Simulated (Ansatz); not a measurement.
Defect migration in beta Ga2O3: interstitial Si, charge state +4. Computed with PBE, PAW (plane waves to 420 eV; Ansatz, a program for electronic structure).

120-site cell at the relaxed PBE lattice, the Γ point alone, smearing 0.01 eV, spin-restricted, no finite-size correction. No zero-point or tunnelling terms. The charge state is imposed; whether it is stable for some Fermi level was not computed. Sites that were not tried may lie lower.

Barriers: single points on a 2×2×2 k-point mesh shifted by half a step at the bands' geometries (they differ from the bands' own by up to 0.06 eV, and are uncertain by about as much).

Relaxed starting cell (atoms counted from 1):

```xyz
121
Lattice="12.4550 0.0000 0.0000 0.0000 9.2503 0.0000 -2.7827 0.0000 11.4204" Properties=species:S:1:pos:R:3 pbc="T T T"
Ga     0.0109     0.0010     4.4891
Ga    -1.3058     0.0016    10.0869
Ga     0.0085     3.0939     4.5205
Ga    -1.3714     3.0845    10.2611
Ga     0.0085     6.1581     4.5205
Ga    -1.3713     6.1688    10.2611
Ga     4.7503     1.5950     1.0684
Ga     3.4380     1.5402     6.8775
Ga     4.8642     4.6266     1.1595
Ga     3.4345     4.6264     6.9172
Ga     4.7504     7.6582     1.0684
Ga     3.4381     7.7126     6.8776
Ga     1.6014     1.6462     1.8774
Ga     0.1439     1.5512     7.4279
Ga     1.5717     4.6267     1.7756
Ga     0.1220     4.6262     7.4878
Ga     1.6012     7.6072     1.8775
Ga     0.1438     7.7011     7.4280
Ga     3.3057     0.0013     3.8673
Ga     1.8970     0.0014     9.5392
Ga     3.3202     3.1225     3.9495
Ga     1.8581     3.0987     9.5930
Ga     3.3203     6.1303     3.9494
Ga     1.8583     6.1546     9.5930
O      1.5846     0.0016     0.5796
O      0.4945     0.0010     6.2788
O      1.9496     3.0951     0.6206
O      0.4845     3.0929     6.3069
O      1.9495     6.1584     0.6206
O      0.4843     6.1594     6.3069
O      3.1057     1.5201     5.0494
O      1.4839     1.5319    10.7253
O      2.9681     4.6265     5.1252
O      1.5630     4.6267    10.7996
O      3.1061     7.7326     5.0494
O      1.4839     7.7213    10.7253
O      1.4108     0.0012     3.2112
O      0.0074     0.0013     8.8354
O      1.4293     3.1104     3.2572
O     -0.0494     3.0717     8.9109
O      1.4293     6.1426     3.2572
O     -0.0494     6.1813     8.9109
O      3.4844     1.5175     2.4514
O      2.0598     1.5509     8.1545
O      3.5123     4.6266     2.4925
O      2.0434     4.6264     8.1993
O      3.4844     7.7355     2.4514
O      2.0598     7.7019     8.1545
O      5.7456     0.0015     1.2579
O      4.4664     0.0013     7.1301
O      5.8745     3.0476     1.4159
O      4.4419     3.0793     7.2035
O      5.8746     6.2055     1.4160
O      4.4419     6.1735     7.2034
O     -0.9898     1.5472     4.2349
O     -2.4306     1.5046    10.0638
O     -0.9973     4.6260     4.1957
O     -2.3748     4.6266     9.9727
O     -0.9898     7.7049     4.2352
O     -2.4304     7.7487    10.0634
Ga     6.2008     1.6375     4.7219
Ga     4.7805     1.5502    10.1505
Ga     6.2678     4.6262     4.5669
Ga     4.8324     4.6270    10.2630
Ga     6.2006     7.6151     4.7220
Ga     4.7810     7.7038    10.1510
Ga    12.0580     0.0019     0.7354
Ga     9.6375     0.0010     6.8473
Ga    11.0649     3.0838     1.1746
Ga     9.6658     3.0874     6.8642
Ga    11.0647     6.1701     1.1744
Ga     9.6660     6.1645     6.8642
Ga     6.9695     0.0011     2.5977
Ga     6.3610     0.0013     7.5812
Ga     7.7654     3.1328     1.8491
Ga     6.3632     3.1214     7.5397
Ga     7.7651     6.1192     1.8503
Ga     6.3631     6.1314     7.5396
Ga     9.5654     1.5653     3.9060
Ga     8.1598     1.6502     9.5099
Ga     9.5342     4.6257     3.9554
Ga     8.1504     4.6265     9.6668
Ga     9.5655     7.6864     3.9067
Ga     8.1602     7.6027     9.5090
O      8.2608     1.3689     0.5059
O      6.7732     1.5432     6.4309
O      8.1192     4.6266     0.6349
O      6.7400     4.6263     6.3510
O      8.2608     7.8868     0.5059
O      6.7732     7.7096     6.4309
O      9.1725     0.0009     5.0229
O      7.6770     0.0026    11.1352
O      9.1639     3.0778     5.0751
O      7.7991     3.0644    10.8002
O      9.1640     6.1737     5.0751
O      7.7991     6.1892    10.7998
O      7.5445     1.6315     3.2928
O      6.2364     1.5230     8.9693
O      7.6196     4.6261     3.2351
O      6.2150     4.6266     8.9648
O      7.5447     7.6211     3.2931
O      6.2365     7.7302     8.9693
O      9.5709     0.0021     2.3731
O      8.3144     0.0013     8.2990
O      9.6515     3.0368     2.4551
O      8.2988     3.1109     8.1922
O      9.6514     6.2167     2.4548
O      8.2988     6.1419     8.1919
O     12.1259     1.6166     1.5766
O     10.6221     1.5315     7.2024
O     12.0598     4.6270     1.4647
O     10.6492     4.6259     7.1486
O     12.1256     7.6373     1.5765
O     10.6220     7.7206     7.2024
O      5.4923     0.0012     4.0649
O      3.8154     0.0018     9.8800
O      5.2534     3.1161     4.2406
O      3.8194     3.0882     9.9939
O      5.2535     6.1364     4.2403
O      3.8196     6.1659     9.9941
Si     9.1636     0.0026     0.7926
```
Cell charge +4.

End state 1 differs by these moves (Å; atoms that move under 0.15 Å are left out):

```json
[
 {"atom": "49", "element": "O", "Δx": "0.04", "Δy": "0.02", "Δz": "0.16"},
 {"atom": "61", "element": "Ga", "Δx": "0.05", "Δy": "-0.13", "Δz": "-0.19"},
 {"atom": "65", "element": "Ga", "Δx": "0.06", "Δy": "0.06", "Δz": "-0.20"},
 {"atom": "66", "element": "Ga", "Δx": "-0.12", "Δy": "0.03", "Δz": "-0.24"},
 {"atom": "71", "element": "Ga", "Δx": "0.13", "Δy": "-0.04", "Δz": "0.27"},
 {"atom": "73", "element": "Ga", "Δx": "0.65", "Δy": "0.08", "Δz": "-0.73"},
 {"atom": "74", "element": "Ga", "Δx": "-0.01", "Δy": "-0.02", "Δz": "-0.15"},
 {"atom": "77", "element": "Ga", "Δx": "-0.09", "Δy": "-0.09", "Δz": "0.10"},
 {"atom": "82", "element": "Ga", "Δx": "0.01", "Δy": "-0.15", "Δz": "-0.20"},
 {"atom": "84", "element": "Ga", "Δx": "0.06", "Δy": "0.11", "Δz": "-0.12"},
 {"atom": "85", "element": "O", "Δx": "-0.18", "Δy": "0.16", "Δz": "0.10"},
 {"atom": "89", "element": "O", "Δx": "-0.21", "Δy": "0.03", "Δz": "-0.21"},
 {"atom": "92", "element": "O", "Δx": "0.11", "Δy": "-0.01", "Δz": "-0.21"},
 {"atom": "96", "element": "O", "Δx": "-0.24", "Δy": "0.59", "Δz": "0.48"},
 {"atom": "97", "element": "O", "Δx": "0.13", "Δy": "-0.14", "Δz": "-0.06"},
 {"atom": "101", "element": "O", "Δx": "0.05", "Δy": "0.07", "Δz": "-0.17"},
 {"atom": "103", "element": "O", "Δx": "0.13", "Δy": "-0.45", "Δz": "-0.39"},
 {"atom": "115", "element": "O", "Δx": "-0.20", "Δy": "-0.03", "Δz": "0.14"},
 {"atom": "121", "element": "Si", "Δx": "0.49", "Δy": "-1.07", "Δz": "-0.33"}
]
```

**Question.** Predict the forward and backward barriers to end state 1 from PBE, PAW.

**Answer.** forward 1.58 eV, backward 0.51 eV; at the saddle point atom 121 has neighbours O at 1.65, O at 1.68, O at 1.71, O at 1.77 Å. The saddle point's order was not checked.
